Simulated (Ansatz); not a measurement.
## How a calculation on Re (Fm-3m, 1 atom in the cell) responds to its settings

```
Re
1.0
    0.00000     1.91467     1.91467
    1.91467     0.00000     1.91467
    1.91467     1.91467     0.00000
Re
1
Cartesian
  0.00000   0.00000   0.00000
```

Base run A: PBEsol, default PAW files made with PBE (Ansatz, a program for electronic structure), self-consistent single point.

Its settings: basis.ecutwfc = 30.9 Ry; kpoints.mp_grid.grid = 15 15 15; hamiltonian.xc = pbesol; hamiltonian.pseudopotentials = {kind: paw} (the program's default PAW files); scf.occupations.method = cold; scf.occupations.width = 0.0147 Ry.

The starting cell was generated: these elements placed on a structure prototype, without a prior relaxation; it need not be a known phase or ordering of this composition. Its lattice was rescaled by a random factor within 2.5 % of one. Spin polarisation is off. In the base run, with a pressure of about 17 GPa the cell is away from its equilibrium volume at this level. Ansatz's pressure includes its estimate of the finite-basis (Pulay) stress.

ΔF is the free energy per atom less that of run A. 

Runs B, D, G sample the zone with one or two k-points, far too few for so small a cell.

Runs:
- B: 2 x 2 x 1 supercell at the zone centre alone; kpoints.mp_grid.grid: 15 15 15 → 1 1 1; width narrowed by the program to 0.1240 eV
- C: 2 x 2 x 2 supercell, mesh divided and rounded up; kpoints.mp_grid.grid: 15 15 15 → 8 8 8
- D: 2 x 2 x 2 supercell at the zone centre alone; kpoints.mp_grid.grid: 15 15 15 → 1 1 1; width narrowed by the program to 0.1770 eV
- E: 3 x 1 x 1 supercell, mesh divided to match; kpoints.mp_grid.grid: 15 15 15 → 5 15 15
- F: 3 x 3 x 1 supercell, mesh divided to match; kpoints.mp_grid.grid: 15 15 15 → 5 5 15
- G: 3 x 3 x 1 supercell at the zone centre alone; kpoints.mp_grid.grid: 15 15 15 → 1 1 1

```json
[
 {"run": "A", "ΔF (meV/atom)": "0.00", "pressure (GPa)": "16.87", "k-points": "120", "valence electrons": "15"},
 {"run": "B", "ΔF (meV/atom)": "-204.8", "pressure (GPa)": "24.20", "k-points": "1", "valence electrons": "60"},
 {"run": "C", "ΔF (meV/atom)": "-6.6", "pressure (GPa)": "16.89", "k-points": "29", "valence electrons": "120"},
 {"run": "D", "ΔF (meV/atom)": "576.7", "pressure (GPa)": "10.42", "k-points": "1", "valence electrons": "120"},
 {"run": "E", "ΔF (meV/atom)": "0.00", "pressure (GPa)": "16.87", "k-points": "119", "valence electrons": "45"},
 {"run": "F", "ΔF (meV/atom)": "0.00", "pressure (GPa)": "16.87", "k-points": "72", "valence electrons": "135"},
 {"run": "G", "ΔF (meV/atom)": "112.1", "pressure (GPa)": "50.99", "k-points": "1", "valence electrons": "135"}
]
```

Run D against A: The free energy goes up by 577 meV/atom and the pressure goes from 16.87 to 10.42 GPa.

Run G against A: The free energy rises by 112 meV/atom and the pressure goes from 16.87 to 50.99 GPa.

Left out of this page: 4 runs of the series unsound by tests on forces, stress, charge or solver warnings.

Keys are those of Ansatz 0.2.
